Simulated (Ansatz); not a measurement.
The parent structure is Zr in the hcp (Mg type) structure (space group P6_3/mmc, No. 194; a = 3.231 Å, c = 5.173 Å).

Calculations: PBE/PAW in Ansatz (a quantum-chemistry and plane-wave program), no SOC.

Before the change:

| Quantity | Value |
|---|---|
| Band gap | zero |
| Lattice parameter a | 3.231 Å |

It is then changed as follows: a hydrostatic pressure of 0.9 GPa.

What does the calculation give for the band gap and lattice parameter a after the change?

The band gap stays zero; the lattice parameter a drops by 0.011 Å, from 3.231 Å to 3.220 Å.

Load acts through the strain it causes; cell and atoms are relaxed under it. No phonon test of stability was made. The final runs are not spin-polarised.
